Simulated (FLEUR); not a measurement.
A self-consistent single point of InBi (P4/nmm, 4 atoms in the cell) with FLEUR.

Method: PBEsol, all-electron FLAPW (FLEUR), scalar-relativistic valence in FLEUR.

The change in words: lattice scaled by 0.98. Reference geometry:
```
InBi
1.0
    4.84796     0.00000     0.00000
    0.00000     4.84796     0.00000
    0.00000     0.00000     5.15543
In Bi
2 2
Direct
  0.50000   0.50000   0.00000
  0.00000   0.00000   0.00000
  0.50000   0.00000   0.36001
  0.00000   0.50000   0.63999
```

Reference input (self-consistent single point, DFT, PBEsol, all-electron FLAPW (FLEUR), scalar-relativistic valence): Kmax = 3.8 1/bohr; GmaxXC = 13.3 1/bohr; xcFunctional = PBEs; jspins = 1; l_soc = F; mode = gauss; fermiSmearingEnergy = 0.00999582 Htr; mesh (inpgen div1-3) = 5 5 5; inpgen gamma flag = false; Gmax = 13.3 1/bohr; numbands = 0; maxIterBroyd = 15. This run's input differs from it in these lines:

```diff
@@ -3,5 +3,5 @@
 &input film=f /
-9.1613204426 0.0000000000 0.0000000000
-0.0000000000 9.1613204426 0.0000000000
-0.0000000000 0.0000000000 9.7423602033
+8.9780944873 0.0000000000 0.0000000000
+0.0000000000 8.9780944873 0.0000000000
+0.0000000000 0.0000000000 9.5475124323
 1.0
@@ -46,5 +46,5 @@
          <bravaisMatrix>
-            <row-1>    9.1613204425999992     0.0000000000000000     0.0000000000000000</row-1>
-            <row-2>    0.0000000000000000     9.1613204425999992     0.0000000000000000</row-2>
-            <row-3>    0.0000000000000000     0.0000000000000000     9.7423602033000005</row-3>
+            <row-1>    8.9780944872999999     0.0000000000000000     0.0000000000000000</row-1>
+            <row-2>    0.0000000000000000     8.9780944872999999     0.0000000000000000</row-2>
+            <row-3>    0.0000000000000000     0.0000000000000000     9.5475124322999996</row-3>
          </bravaisMatrix>
```

Log, with long lists cut:

```
 Iteration:     1   Distance:       5.23046373 me/bohr^3
 Iteration:     2   Distance:       4.88621936 me/bohr^3
 Iteration:     3   Distance:       1.79476568 me/bohr^3
 Iteration:     4   Distance:       0.32738159 me/bohr^3
 Iteration:     5   Distance:       0.29858104 me/bohr^3
   [... 6 lines left out ...]
 Iteration:    12   Distance:       0.00034727 me/bohr^3
 Iteration:    13   Distance:       0.00010665 me/bohr^3
 Iteration:    14   Distance:       0.00004806 me/bohr^3
 Iteration:    15   Distance:       0.00000646 me/bohr^3
 Reset of history
 Run finished successfully
 Stop message:
   Structural relaxation: new displacements generated

[file out, last iteration]
             iter=     16
[...]
          total density-effective poten   -9.6640471656E+04
          total charge density-energy d   -1.1006882286E+03
 Updated energy parameters for spin:           1
[...]
 fermi energy and band-weighting factors:
    0.654015    0.660822    0.676747

[...]
FERMIE:
          first approx. to ef    (T=0)  :   0.275850 htr   (energy of the highest occ. eigenvalue)
          number of occ. states  (T=0)  :        503
          first approx. to seigv (T=0)  : -14.482020 htr
          sum of weights of occ. states :  28.024000
          sum of semicore charge        :   0.000000 e
          fermi energy=   0.27715 har   work function=  -7.54154 ev
   [... lines left out ...]
          total moment                 =     0.00000
 Direct bandgap for spin            1 :    1.6149185223971296E-002  Htr
 ---->    free energy=                    -54912.9593699978 htr
   [... lines left out ...]
      extrapolation for T->0
 ---->    total electron energy=          -54912.9593699978 htr
 ***** TOTAL FORCES ON ATOMS *****
 TOTAL FORCE FOR ATOM TYPE=  1  X=  2.245   Y=  2.245   Z=  0.000
                       FX_TOT= 0.000000 FY_TOT= 0.000000 FZ_TOT= 0.000000
 TOTAL FORCE FOR ATOM TYPE=  2  X=  2.245   Y= -2.245   Z=  3.437
                       FX_TOT= 0.000000 FY_TOT= 0.000000 FZ_TOT= 0.015056
```

The run converged in 15 iterations. FLEUR gives forces in its relaxation mode, with a further iteration, so its stop message speaks of a relaxation. Against the reference run the total energy rises by 21.3 meV/atom and the largest force goes from 0.434 to 0.774 eV/Å.

The starting cell comes from a database of computed structures (which also holds hypothetical and non-ambient phases and stackings), without a prior relaxation at this level. Its lattice was rescaled by a random factor within 2.5 % of one. For this run, on top of that: lattice scaled by 0.98. Spin-orbit coupling is off. Values depend on the basis (sphere radii, cutoffs, local orbitals), which need not be converged. The log's line on a gap gives a spacing of levels on this mesh, which the program prints for metals too.

Cost on one core of a shared machine: roughly 80 s.
